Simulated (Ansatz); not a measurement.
**A self-consistent single point of VOs (P4mm, 2 atoms in the cell) with Ansatz (a first-principles code)**

Computed with LDA (PW92), default PAW files made with PBE (plane waves; Ansatz).

The input file:

Ansatz 0.2 input:
```yaml
# VOs
crystal:
  lattice:
    - [3.001487, 0.000000, 0.000000]
    - [0.000000, 3.001487, 0.000000]
    - [0.000000, 0.000000, 3.001487]
  atoms:
    - { symbol: V, position_ang: [0.000000, 0.000000, 0.049999], spin: 2.0 }
    - { symbol: Os, position_ang: [1.500744, 1.500744, 1.500744] }
basis:
  ecutwfc: 30.9 Ry
kpoints:
  mp_grid: { grid: [9, 9, 9] }
hamiltonian:
  xc: lda
  pseudopotentials: { kind: paw }
magnetization:
  spin_polarized: true
scf:
  occupations: { method: fermi_dirac, width: 0.0073 Ry }
output:
  forces: true
  eigenvalues: true
  stress: true
```

The program printed (abridged):

```
WARN ansatz: RAYON_NUM_THREADS=1 ignored (pool sized by the plan → 1); use --threads N
Pseudopotentials: kind: paw
Pseudopotential: V, paw, valence charge 13
Pseudopotential: Os, paw, valence charge 16
Crystal: 2 atoms, lattice volume = 27.040 Å³
Basis set: ecut = 420.4159175005146 eV, 515 PW (Γ)
Bands: 20, of which v1, the nominal top of the filled ones, is band 15 counted from 1 (14 counted from 0)
Symmetry: 8 space group operations
Space group: P4mm (ITA 99), of the structure as read, at distance tolerance 3.0e-5 Å
Magnetic group: BNS 99.163 (UNI 823), of the structure as read, at distance tolerance 3.0e-5 Å
k-points: 75 of 729 (time reversal used)
PAW frozen core: V, regenerated for the run's functional, and the local potential with it
PAW frozen core: Os, regenerated for the run's functional, and the local potential with it
Initial density: superposition of atomic densities (chi_scale 0.1, normalization cell)
Starting moments: Σ|m| = 2 μB on 1 of 2 sites
Initial wavefunctions: pseudopotential atomic-orbital guess
Eigensolver: davidson
Functional: x = slater, c = lda
SCF iter   1: F=—  HF=-13981.066238 eV  |F-HF|=—  |Δ(HF+E_count)|=         —  Δρ=1.38e-1 (↑1.38e-1 ↓6.01e-2)  dr2=2.59e0  dr2_m=2.15e0  M=0.193 μB ∫|m|=0.233 μB  β_m=0.30  ethr=3.10e-3  ⟨swp⟩=4.7  Hψ=11473  notcnv=0
Mixer restart at iter 1: flushing history
all-band conjugate gradients solve this SCF's bands
preconditioner: auto → none
SCF iter   2: F=—  HF=-13979.675992 eV  |F-HF|=—  |Δ(HF+E_count)|=    1.39e0  Δρ=8.51e-2 (↑8.51e-2 ↓5.07e-2)  dr2=7.66e-1  dr2_m=9.98e-1  M=0.223 μB ∫|m|=0.264 μB  β_m=0.54  ethr=3.10e-3  ⟨swp⟩=2.7  Hψ=6037  notcnv=0
SCF iter   3: F=—  HF=-13979.446736 eV  |F-HF|=—  |Δ(HF+E_count)|=   2.29e-1  Δρ=3.21e-2 (↑3.21e-2 ↓1.29e-2)  dr2=5.75e-1  dr2_m=6.69e-2  M=0.164 μB ∫|m|=0.191 μB  β_m=0.46  ethr=2.64e-3  ⟨swp⟩=2.2  Hψ=5534  notcnv=0
   [... lines left out ...]
SCF iter  10: F=—  HF=-13979.384584 eV  |F-HF|=—  |Δ(HF+E_count)|=   6.13e-8  Δρ=1.76e-5 (↑1.76e-5 ↓1.29e-5)  dr2=3.80e-7  dr2_m=3.12e-9  M=0.000 μB ∫|m|=0.000 μB  β_m=0.78  ethr=1.93e-9  ⟨swp⟩=2.0  Hψ=4202  notcnv=0
SCF iter  11: F=—  HF=-13979.384584 eV  |F-HF|=—  |Δ(HF+E_count)|=   1.20e-7  Δρ=3.03e-6 (↑3.03e-6 ↓1.61e-6)  dr2=7.87e-9  dr2_m=3.81e-10  M=-0.000 μB ∫|m|=0.000 μB  β_m=0.89  ethr=1.31e-9  ⟨swp⟩=2.0  Hψ=3926  notcnv=0
SCF iter  12: F=—  HF=-13979.384584 eV  |F-HF|=—  |Δ(HF+E_count)|=   5.44e-9  Δρ=6.10e-7 (↑6.10e-7 ↓5.70e-7)  dr2=5.27e-10  dr2_m=9.60e-12  M=-0.000 μB ∫|m|=0.000 μB  β_m=0.82  ethr=2.71e-11  ⟨swp⟩=2.0  Hψ=4157  notcnv=0
SCF iter  13: F=-13979.384584 eV  HF=-13979.384584 eV  |F-HF|=1.09e-11  |Δ(HF+E_count)|=  8.00e-11  Δρ=9.91e-8 (↑9.91e-8 ↓9.65e-8)  dr2=1.10e-11  dr2_m=5.07e-13  M=-0.000 μB ∫|m|=0.000 μB  ethr=1.82e-12  ⟨swp⟩=1.0  Hψ=7684  notcnv=0
SCF 1 converged in 13 iterations: F = -13979.384584 eV  dr2 = 1.10e-11
Crystal: 2 atoms, lattice volume = 27.040 Å³
Starting moments: Σ|m| = 7 μB on 2 of 2 sites
SCF iter   1: F=—  HF=-13976.881381 eV  |F-HF|=—  |Δ(HF+E_count)|=         —  Δρ=2.32e-1 (↑2.32e-1 ↓1.81e-1)  dr2=1.24e0  dr2_m=1.04e1  M=1.352 μB ∫|m|=1.352 μB  β_m=0.30  ethr=3.10e-3  ⟨swp⟩=4.5  Hψ=11004  notcnv=0
preconditioner: auto → none
SCF iter   2: F=—  HF=-13977.971557 eV  |F-HF|=—  |Δ(HF+E_count)|=    1.09e0  Δρ=1.67e-1 (↑1.67e-1 ↓1.35e-1)  dr2=5.63e-1  dr2_m=5.56e0  M=1.130 μB ∫|m|=1.132 μB  β_m=0.30  ethr=3.10e-3  ⟨swp⟩=2.0  Hψ=4869  notcnv=0  defer=23
SCF iter   3: F=—  HF=-13978.511444 eV  |F-HF|=—  |Δ(HF+E_count)|=   5.40e-1  Δρ=1.09e-1 (↑1.04e-1 ↓1.09e-1)  dr2=1.50e-2  dr2_m=2.80e0  M=1.064 μB ∫|m|=1.066 μB  β_m=0.30  ethr=1.94e-3  ⟨swp⟩=2.4  Hψ=5350  notcnv=0  defer=23
SCF iter   4: F=—  HF=-13978.887090 eV  |F-HF|=—  |Δ(HF+E_count)|=   3.76e-1  Δρ=7.94e-2 (↑7.83e-2 ↓7.94e-2)  dr2=7.92e-3  dr2_m=1.54e0  M=0.941 μB ∫|m|=0.944 μB  β_m=0.30  ethr=5.18e-5  ⟨swp⟩=2.1  Hψ=5518  notcnv=0  defer=16
SCF iter   5: F=—  HF=-13979.097838 eV  |F-HF|=—  |Δ(HF+E_count)|=   2.11e-1  Δρ=5.99e-2 (↑5.99e-2 ↓5.79e-2)  dr2=1.88e-2  dr2_m=8.57e-1  M=0.842 μB ∫|m|=0.846 μB  β_m=0.30  ethr=2.73e-5  ⟨swp⟩=2.0  Hψ=5259  notcnv=0  defer=16
SCF iter   6: F=—  HF=-13979.211282 eV  |F-HF|=—  |Δ(HF+E_count)|=   1.13e-1  Δρ=4.40e-2 (↑4.30e-2 ↓4.40e-2)  dr2=2.31e-3  dr2_m=4.69e-1  M=0.777 μB ∫|m|=0.781 μB  β_m=0.30  ethr=2.73e-5  ⟨swp⟩=2.0  Hψ=4766  notcnv=0  defer=16
SCF iter   7: F=—  HF=-13979.275249 eV  |F-HF|=—  |Δ(HF+E_count)|=   6.40e-2  Δρ=3.36e-2 (↑3.36e-2 ↓3.27e-2)  dr2=7.35e-4  dr2_m=2.72e-1  M=0.709 μB ∫|m|=0.714 μB  β_m=0.30  ethr=7.96e-6  ⟨swp⟩=2.1  Hψ=4127  notcnv=0  defer=16
Mixer restart at iter 7: flushing history
spin-set hold released at iteration 7 (site moments contracting)
   [... lines left out ...]
iter 15 did not close the SCF: its close was put off for a magnetic moment that had not settled (scf_convergence_deferred on its scf_iter line)
iter 16 did not close the SCF: its close was put off for a magnetic moment that had not settled (scf_convergence_deferred on its scf_iter line)
iter 17 did not close the SCF: its close was put off for a magnetic moment that had not settled (scf_convergence_deferred on its scf_iter line)
iter 18 did not close the SCF: its close was put off for a magnetic moment that had not settled (scf_convergence_deferred on its scf_iter line)
WARN: the starting moments were not kept: the SCF closed with an absolute magnetisation of 1.4e-6 μB, where they sum to 2 μB in size (1 site) …
Absolute magnetization: 0.0000 μB (∫|ρ↑−ρ↓|, with the PAW one-centre terms)
Free energy (F): -13979.384584 eV
Fermi energy:    21.937103 eV
   [... lines left out ...]
--- Stress (GPa, compression-positive) ---
       -9.657932       0.000000       0.000000
        0.000000      -9.657932       0.000000
        0.000000       0.000000      -9.662707
  P = ⅓ Tr σ = -9.6595 GPa (-96.595 kbar)
  The stress holds the Pulay correction. Without it, at fixed plane waves, as pw.x and ABINIT print it: P = -9.7264 GPa
--- Band table (eV; the first three rows and the last of 150) ---
  k-point 0 ↑: bands = ["-64.7011", "-42.2228", "-24.0096", "-24.0096", "-24.0065", "-16.3005", "-16.3005", "-16.2980", "12.4472", "15.7055", "15.7204", "19.8354", "19.8554", "19.8554", "22.7333", "22.7623", "24.5831", "24.5831", "24.6045", "30.6870"]
  k-point 1 ↑: bands = ["-64.7001", "-42.2213", "-24.0283", "-24.0063", "-24.0063", "-16.3222", "-16.3020", "-16.3020", "12.7282", "15.8402", "15.9359", "19.8148", "19.8148", "19.9454", "22.5007", "22.8277", "24.0442", "24.0442", "24.4367", "29.7419"]
  k-point 2 ↑: bands = ["-64.6976", "-42.2174", "-24.0832", "-23.9979", "-23.9979", "-16.3832", "-16.3056", "-16.3056", "13.5043", "16.2286", "16.5136", "19.7286", "19.7286", "20.2643", "21.8000", "22.9986", "22.9986", "23.0746", "23.9732", "27.7358"]
  k-point 74 ↓: bands = ["-64.6775", "-42.1761", "-24.1604", "-24.1586", "-24.1557", "-16.4628", "-16.4620", "-16.4567", "17.2106", "17.3708", "17.3714", "19.4011", "19.4912", "19.4929", "22.9361", "22.9381", "23.4573", "23.4598", "28.8410", "30.7556"]
```

The run converged, with 32 iterations in all over 2 SCF loops.

The starting cell comes from a database of computed structures (which also holds hypothetical and non-ambient phases and stackings), without a prior relaxation at this level. Its lattice was rescaled by up to half a per cent. One atom was moved a little off its site on purpose. Spin-orbit coupling is off. The starting moments vanished: the run ended non-magnetic, which need not be the lowest state. The program warned that a starting moment was not kept. With a pressure of about -10 GPa the cell is away from its equilibrium volume at this level. Ansatz's pressure includes its estimate of the finite-basis (Pulay) stress.
